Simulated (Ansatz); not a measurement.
Start from TaN in the rock salt structure (space group Fm-3m, No. 225; a = 4.375 Å).

The change: full substitution N → Bi; the structure is relaxed again.

Levels (all Ansatz, a first-principles code, PAW, earlier PAW set): PBEsol (420 eV, no spin-orbit coupling); r2SCAN (500 eV, spin-orbit coupling left out).

The geometry is relaxed with PBEsol.

```
Property           Value
---------------  -------
PBEsol pressure  0.0 GPa
```

Problem. What does r2SCAN give at this geometry for the pressure?

Solution. The pressure goes from zero to 2.5 GPa.

Single points use the geometry relaxed with PBEsol. Their cutoffs differ, which shifts pressures a little. Stability against distortions was not tested. As relaxed here, TaBi is a hypothetical phase, not in the database extracts checked. All final runs are without spin polarisation. TaBi has a high density of states at the Fermi level and may be magnetic at this level. This is not the structure that TaN has at room temperature and ambient pressure.
